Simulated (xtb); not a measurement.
xtb 6.7.1, GFN1-xTB: CO[Si]([O])(OC)OC, charge -1, multiplicity 1, 17 atoms. The geometry is a generated start, not checked to be a minimum at this level.

- method = GFN1-xTB
- --acc = 1 (default)
- --etemp (K) = 300 (default)
- detailed input (--input) = none: ANC optimiser, Lindh (1995) Hessian, microcycle=20, maxdispl=1.0, hlow=0.01 (default)
- basis functions = 56
- valence electrons = 50

```xyz
17

C     -0.2985     1.9959     0.1309
O     -0.0697     1.0342    -0.8346
Si     0.1216    -0.5992    -0.4174
O      0.3237    -1.4580    -1.6733
O     -1.1710    -0.9158     0.6030
C     -2.3859    -1.0289    -0.0281
O      1.2996    -0.6109     0.7759
C      2.5931    -0.5310     0.3154
H     -0.4245     2.9673    -0.3658
H     -1.2047     1.7786     0.7123
H      0.5384     2.0667     0.8362
H     -2.6255    -0.1235    -0.6028
H     -2.3902    -1.8667    -0.7361
H     -3.1721    -1.1885     0.7232
H      3.2846    -0.6865     1.1529
H      2.7990     0.4506    -0.1349
H      2.7820    -1.2842    -0.4566
```

Charge -1 and multiplicity 1 are set for this test and not shown to be the ground state.

The structure is relaxed from this start with --opt LEVEL for the levels crude, sloppy, loose, lax, normal, tight, vtight, extreme, once each. Up to the end of the extreme run atoms move by at most 1.3 Å along an axis.

Task: Which level is enough to come within 5 meV of the tightest end point?

Result: lax: 39 cycles against 68, ending 2.2 meV above.

```tsv
level	cycles	energy above the extreme run (meV)	gradient norm (eV/Å)
crude	12	49	0.45
sloppy	15	38	0.25
loose	29	11	0.18
lax	39	2.2	0.10
normal	44	1.7	0.021
tight	57	0.071	0.017
vtight	64	under 0.01	0.0048
extreme	68	—	0.0020
```
